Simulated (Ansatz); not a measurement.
Strongest site found for several adsorbates on fcc Ni, ferromagnetic (111).

These are PBE (plane waves to 420 eV, PAW; Ansatz, an electronic-structure program) values and carry that method's errors.

Counted are starts at which the adsorbate stayed whole and on top. Thin slabs; no dispersion, zero-point or thermal terms; negative values mean binding.

```
adsorbate, area an adsorbate          reference  bonded to  E_ads (eV)  shortest bond to the host (Å)
----------------------------  -----------------  ---------  ----------  -----------------------------
OH, 21 Å²                      H2O(g) − ½ H2(g)       3 Ni       -0.04                           1.98
F, 11 Å²                                ½ F2(g)       3 Ni       -2.60                            ___
S, 5 Å²                                 ⅛ S8(g)         Ni        0.19                           2.17
O, 21 Å²                                ½ O2(g)       3 Ni         ___                           1.83
Cl, 11 Å²                              ½ Cl2(g)       3 Ni       -0.81                           2.30
F, 21 Å²                                ½ F2(g)       3 Ni         ___                           2.05
H, 5 Å²                                 ½ H2(g)       3 Ni         ___                           1.67
Cu, 5 Å²                      an atom of fcc Cu       3 Ni       -0.15                           2.53
F, 5 Å²                                 ½ F2(g)       3 Ni         ___                           1.98
```

Task: Some entries are withheld; supply them.

Result: 
- F, 11 Å², shortest bond to the host (Å): 1.95
- O, 21 Å², E_ads (eV): -2.32
- F, 21 Å², E_ads (eV): -2.81
- H, 5 Å², E_ads (eV): -0.55
- F, 5 Å², E_ads (eV): -2.08
